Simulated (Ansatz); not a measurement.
Band structure of Bi3Au (Pm-3m, 4 atoms in the cell).

```
Bi3Au
1.0
    4.82641     0.00000     0.00000
    0.00000     4.82641     0.00000
    0.00000     0.00000     4.82641
Bi Au
3 1
Cartesian
  0.00000   2.41321   2.41321
  2.41321   0.00000   2.41321
  2.41321   2.41321   0.00000
  0.00000   0.00000   0.00000
```

Computed with PBEsol, PAW files made with PBE (plane waves; Ansatz, a quantum-chemistry and plane-wave program).

Settings: kpoints.mp_grid.grid = 5 5 5; hamiltonian.xc = pbesol; hamiltonian.pseudopotentials = {kind: paw} (the program's default PAW files); scf.occupations.method = fermi_dirac; scf.occupations.width = 0.1 eV; kpoints.band_path.npoints = 8.

The starting cell comes from a database of computed structures (which also holds hypothetical and non-ambient phases and stackings), without a prior relaxation at this level. Spin-orbit coupling is off.

Levels in eV from the Fermi level, bands 29 to 36:
| point | 29 | 30 | 31 | 32 | 33 | 34 | 35 | 36 |
|---|---|---|---|---|---|---|---|---|
| Γ | -3.51 | -3.51 | -1.93 | 0.84 | 0.84 | 0.84 | 2.61 | 2.61 |
| X | -1.78 | -1.78 | -1.33 | -1.33 | -0.61 | 0.47 | 2.92 | 2.92 |
| M | -2.84 | -1.24 | -1.24 | -1.08 | 0.25 | 0.25 | 1.34 | 3.15 |
| R | -3.35 | -3.35 | -3.35 | -2.73 | 3.95 | 3.95 | 4.31 | 4.31 |

Bands cross the Fermi level along this path, so the cell is metallic at this level.

Keys are those of Ansatz 0.2.
